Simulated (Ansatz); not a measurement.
Base system: CuI in the zinc blende structure (space group F-43m, No. 216; a = 5.8619 Å). Axes: x, y, z lie along the cube axes.

The values are results of LDA (Ansatz, a first-principles code, PAW, scalar-relativistic without spin-orbit coupling), not measurements.

It is then changed as follows: an isotropic linear strain of −2.00 %, atoms relaxed at fixed cell.

**Question.** Predict the stress tensor and what it implies for the stiffness.

**Answer.** Stress of the strained cell less that of the base (GPa, compression positive):
```
   4.02    0.00    0.00
   0.00    4.02    0.00
   0.00    0.00    4.02
```

Then B = −ΔP/(ΔV/V₀) with ΔV/V₀ = -0.0588 gives secant stiffness values (nonlinear terms included at this strain): B ≈ 68 GPa.

As a check, the harmonic strain energy −½ V₀ Δσ:ε is 19 meV/atom; the computed energy rise is 17 meV/atom.

Whether these cells are dynamically stable was not tested. All final runs are without spin polarisation.
